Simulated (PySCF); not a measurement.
PySCF 2.14.0, WB97X/def2-svp: Cd(Me)(iPr) ([CH3][Cd][CH](C)C), 15 atoms. The geometry is a generated start, not checked to be a minimum at this level.

```json
{
  "task": "energy and gradient",
  "method": "wb97x",
  "basis": "def2-svp",
  "mol.max_memory": "7000 MB",
  "mf.init_guess": "minao (default)",
  "mf.DIIS": "CDIIS (default)",
  "mf.diis_space": "8 (default)",
  "mf.conv_tol": "1e-09 (default)",
  "mf.grids.level": "3 (default)",
  "effective_core_potentials": "those of the basis set, past Kr",
  "basis functions (reference run)": "137",
  "grid points (reference run)": "176944"
}
```

```xyz
15

Cd    -1.3391     0.6121     0.6560
C     -0.3956     2.0598     2.0686
H     -0.4341     1.7151     3.1015
H     -0.8260     3.0588     2.0268
H      0.6530     2.1222     1.7644
C     -0.5293    -0.8149    -0.8606
C      0.2739    -1.8520    -0.0774
C      0.4097     0.0351    -1.7166
H     -1.2319    -1.3357    -1.5184
H      0.8672    -2.4810    -0.7483
H      0.9729    -1.3656     0.6140
H     -0.3841    -2.5086     0.4967
H     -0.1512     0.7582    -2.3158
H      0.9928    -0.5854    -2.4045
H      1.1219     0.5817    -1.0862
```

The reference run uses exact four-centre integrals. Each setting ran once; only counts and results are compared.

Settings tried, all else as in the reference:
- density fitting, auxbasis = autoaux
- density fitting, auxbasis = def2-universal-jfit
- density fitting of J alone, exact K
- density fitting

Task: Sort the settings: which keep to the reference within 1.0 meV/atom in energy, 10 meV/Å in forces (largest component), and which don't?

Result: Within it: density fitting, auxbasis = autoaux; density fitting; density fitting of J alone, exact K. Outside: density fitting, auxbasis = def2-universal-jfit.

| setting | energy against the reference | difference in forces (largest component) |
|---|---|---|
| density fitting, auxbasis = autoaux | −0.045 meV/atom | 1.5 meV/Å |
| density fitting | −0.29 meV/atom | 1.0 meV/Å |
| density fitting of J alone, exact K | −0.36 meV/atom | 1.1 meV/Å |
| density fitting, auxbasis = def2-universal-jfit | +150 meV/atom | 250 meV/Å |

Total energies are compared; such shifts often cancel in part in energy differences. def2-universal-jfit is made for Coulomb alone and misses functions that exchange needs. No test of the SCF solution's stability was run. Also tried and not ranked: density fitting, auxbasis = def2-universal-jkfit (same energy as a listed run); COSX exchange (sgx_fit, pjs) with fitted J, mf.with_df.grids_level_i = 1, mf.with_df.grids_level_f = 1 (gradient came out as NaN); COSX exchange (sgx_fit, pjs) with fitted J, mf.with_df.grids_level_i = 1, mf.with_df.grids_level_f = 2 (default) (gradient came out as NaN); COSX exchange (sgx_fit, pjs) with fitted J, mf.with_df.grids_level_i = 1, mf.with_df.grids_level_f = 3 (gradient came out as NaN); COSX exchange (sgx_fit, pjs) with fitted J, mf.with_df.grids_level_i = 1, mf.with_df.grids_level_f = 4 (gradient came out as NaN). The tolerance is a choice made for this comparison.
